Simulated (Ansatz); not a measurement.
The starting structures come from a database of crystals and need not be the phases stable at ambient conditions.

# Evanescent states of CdBr2 (R-3m, not sure to be the ambient phase, 3 atoms a cell, 29.1 Å³ an atom) along the normal of (100)

These are r2SCAN (plane waves, PAW; Ansatz, a first-principles code) values and carry that method's errors.

The gap is the functional's own. No spin-orbit coupling. Mid-gap values are interpolated on the energy grid.

Energies count from the valence-band top; κ is the least over a 8×2 mesh across the current.

| E (eV) | κ (1/Å) | where |
|---|---|---|
| 0.09 | 0.130 | off Γ |
| 0.26 | 0.184 | off Γ |
| 0.42 | 0.219 | off Γ |
| 0.59 | 0.240 | off Γ |
| 0.77 | 0.255 | off Γ |
| 0.94 | ___ | Γ |
| 1.10 | ___ | Γ |
| 1.27 | ___ | Γ |
| 1.45 | ___ | Γ |
| 1.61 | ___ | Γ |
| 1.78 | ___ | Γ |
| 1.96 | ___ | Γ |
| 2.12 | ___ | Γ |
| 2.29 | ___ | Γ |
| 2.46 | ___ | Γ |
| 2.63 | 0.208 | Γ |
| 2.81 | 0.188 | Γ |
| 2.98 | 0.163 | Γ |
| 3.15 | 0.129 | Γ |
| 3.31 | 0.073 | Γ |

### Question
Some entries are withheld; supply them.

### Answer

- 0.94, κ (1/Å): 0.264
- 1.10, κ (1/Å): 0.265
- 1.27, κ (1/Å): 0.266
- 1.45, κ (1/Å): 0.265
- 1.61, κ (1/Å): 0.263
- 1.78, κ (1/Å): 0.259
- 1.96, κ (1/Å): 0.254
- 2.12, κ (1/Å): 0.246
- 2.29, κ (1/Å): 0.236
- 2.46, κ (1/Å): 0.224
